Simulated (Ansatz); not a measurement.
Base system: MgB$_{2}$ (space group P6/mmm, No. 191; a = 3.069 Å, c = 3.512 Å; relaxed with 0.1 eV smearing). Axes: x lies along a and z along c of the hexagonal cell.

Computed with Ansatz (a first-principles code), r2SCAN, PAW, cutoff 500 eV, no spin-orbit coupling.

Before the change:

| Quantity | Result |
|---|---|
| Pressure | 0.0 GPa |
| Band gap | zero |

One thing is altered: tensile biaxial strain of 0.42 % in the plane normal to [001], as in epitaxy on a mismatched substrate; the out-of-plane cell vector and the atoms relax.

Task: Estimate the effect on the pressure.

Result: The pressure (mean of the normal stresses, compression positive) goes from zero to -1.4 GPa.

Task: What does the calculation give for the out-of-plane strain after the change?

Result: The out-of-plane strain amounts to -0.10 %.

Task: What does the calculation give for the band gap after the change?

Result: The band gap remains zero.

Stability against distortions was not tested. All final runs are without spin polarisation.
